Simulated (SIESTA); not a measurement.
Worked example: self-consistent single point of LiNbSe2 (P1, 8 atoms in the cell) in SIESTA.

Computed with GGA PBEsol, numerical atomic orbitals DZP, PseudoDojo PBEsol standard norm-conserving potentials (rewritten from UPF to PSML) (SIESTA).

The change in words: atoms moved at random. Reference geometry:
```
LiNbSe2
1.0
    3.53331     0.00000     0.00000
   -1.76666     3.05994     0.00000
    0.00000     0.00000    13.54232
Li Nb Se
2 2 4
Direct
  0.00000   0.00000   0.00000
  0.00000   0.00000   0.50000
  0.00000   0.00000   0.25000
  0.00000   0.00000   0.75000
  0.33333   0.66667   0.12695
  0.66667   0.33333   0.87305
  0.66667   0.33333   0.62695
  0.33333   0.66667   0.37305
```

Reference input (self-consistent single point, DFT, GGA PBEsol, numerical atomic orbitals DZP, PseudoDojo PBEsol standard norm-conserving potentials (rewritten from UPF to PSML)): XC.functional = GGA; XC.authors = PBEsol; potentials = PseudoDojo PBEsol standard; PAO.BasisSize = DZP; PAO.EnergyShift = 0.005 Ry; MeshCutoff = 350 Ry; kgrid.MonkhorstPack = 6 6 2; OccupationFunction = FD; ElectronicTemperature = 10 K; PAO.Polarization.NonPerturbative = true; MaxSCFIterations = 150; SCF.Mixer.Method = Broyden. This run's input differs from it in these lines:

```diff
@@ -19,10 +19,10 @@
 %block AtomicCoordinatesAndAtomicSpecies
-     0.000000000    0.000000000    0.000000000  1
-     0.000000000    0.000000000    6.771160000  1
-     0.000000000    0.000000000    3.385580000  2
-     0.000000000    0.000000000   10.156740000  2
-    -0.000001767    2.039958353    1.719197524  3
-     1.766656767    1.019977647   11.823122476  3
-     1.766656767    1.019977647    8.490357524  3
-    -0.000001767    2.039958353    5.051962476  3
+     0.009995734   -0.015311920    0.059410158  1
+    -0.006102026    0.022839362    6.756520752  1
+    -0.028900709   -0.047811500    3.400070282  2
+    -0.005397131    0.057640014   10.161100627  2
+    -0.028616278    2.001718333    1.756885801  3
+     1.741234601    0.997585035   11.757049497  3
+     1.820004448    0.977355798    8.507028120  3
+     0.031096661    2.125853817    5.000068306  3
 %endblock AtomicCoordinatesAndAtomicSpecies
```

Log, with long lists cut:

```
        iscf     Eharris(eV)        E_KS(eV)     FreeEng(eV)     dDmax    Ef(eV) dHmax(eV)
   scf:    1   -16897.772432   -16948.013614   -16948.013614  0.544122 -2.909474 16.396894
   scf:    2   -16966.599229   -16963.110948   -16963.110948  0.340676 -3.922294  1.645783
   scf:    3   -16963.462599   -16963.300474   -16963.300474  0.054973 -4.254774  0.857622
   scf:    4   -16963.495964   -16963.414961   -16963.414961  0.071829 -4.123234  0.545590
   scf:    5   -16963.433138   -16963.426416   -16963.426416  0.024167 -4.256378  0.286130
   [... 8 lines left out ...]
   scf:   14   -16963.429367   -16963.429367   -16963.429367  0.000023 -4.305270  0.000288
   scf:   15   -16963.429367   -16963.429367   -16963.429367  0.000015 -4.305203  0.000201
   scf:   16   -16963.429367   -16963.429367   -16963.429367  0.000011 -4.305154  0.000146
   scf:   17   -16963.429367   -16963.429367   -16963.429367  0.000008 -4.305118  0.000115
SCF Convergence by DM+H criterion
max |DM_out - DM_in|         :     0.0000075883
max |H_out - H_in|      (eV) :     0.0001148473
SCF cycle converged after 17 iterations

Using DM_out to compute the final energy and forces

siesta: E_KS(eV) =           -16963.4294

siesta: E_KS - E_eggbox =    -16963.4294

siesta: Atomic forces (eV/Ang):
     1   -0.046274   -0.025845   -0.205633
     2    0.082687   -0.003978    0.066066
     3    0.595437    1.122218   -0.685928
     4    0.296694   -1.384641   -0.602657
     5    0.026902   -0.092636   -0.651655
     6    0.199792    0.668736    1.401197
     7   -0.536129    0.793664   -0.696714
     8   -0.619642   -1.074027    1.370516
   Tot   -0.000533    0.003490   -0.004807
   Max    1.401197
   Res    0.713331    sqrt( Sum f_i^2 / 3N )
   Max    1.401197    constrained

   [... lines left out ...]
siesta: FreeEng =    -16963.429367
siesta: Cell volume =        146.415535 Ang**3
siesta:          17.44450519         -6.01814414  kBar
   [... lines left out ...]

              0.019   0.035

mulliken: Qtot =       96.000

Mulliken Atomic Populations:
Atom #   charge [q] valence [e]  Species
     1    -0.130628    3.130628  Li
     2    -0.135470    3.135470  Li
     3     0.107714   12.892286  Nb
     4     0.096462   12.903538  Nb
     5     0.017917   15.982083  Se
     6     0.013994   15.986006  Se
     7     0.014291   15.985709  Se
     8     0.015720   15.984280  Se
 Total    -0.000000
```

The run converged in 17 iterations. Against the reference run the free energy goes up by 37.1 meV/atom, the pressure goes from -0.89 to 1.74 GPa, the largest force goes from 0.257 to 1.848 eV/Å and the gap on the mesh goes from 0.688 to 0.609 eV.

The starting cell comes from a database of computed structures (which also holds hypothetical and non-ambient phases and stackings), without a prior relaxation at this level. For this run, on top of that: atoms moved at random. Values carry the incompleteness of an atom-centred basis. Forces in this geometry exceed 1 eV/Å.

Cost on one core of a shared machine: roughly 2 min.
